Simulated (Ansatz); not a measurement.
An Ansatz (a quantum-chemistry and plane-wave program) input (Kohn–Sham DFT with the PBEsol functional, run in Ansatz with PAW and 420 eV plane waves, no spin-orbit coupling):

Ansatz 0.2 input:
```yaml
crystal:
  lattice:
    - [0, 2.9506146677, 2.9506146677]
    - [2.9506146677, 0, 2.9506146677]
    - [2.9506146677, 2.9506146677, 0]
  atoms:
    - { symbol: S, position: [0.75, 0.75, 0.75] }
    - { symbol: Cd, position: [0, 0, 0] }
basis: { ecutwfc: 420, ecutrho_ratio: 4, xc_grid: 2, fft_grid_basis: typed }
kpoints: { mp_grid: { grid: [10, 10, 10] } }
hamiltonian:
  xc: pbesol
  dispersion: none
  pseudopotentials: { kind: paw }
scf: { occupations: { method: fermi_dirac, width: 0.05 }, convergence: { dr2_threshold: 0.0000000002 } }
relax: { f_tol: 0.005, max_steps: 50 }
output: { forces: true, stress: true }
checkpoint: { write: state.ck, write_every: 1000 }
```

### Question
Which symmetry and how many k-points will the program report, and about how many plane waves at Γ?

### Answer
Space group F-43m (ITA 216) with 24 operations, k-points 47 of 1000, and 965 plane waves at Γ.

### Question
And the final pressure?

### Answer
-2.21 GPa (compression positive).

The cells carry an imposed strain or load. Whether these cells are dynamically stable was not tested. The cell was made from CdS in the zinc blende structure (space group F-43m, No. 216) by this change: isotropic strain +1.32 %.
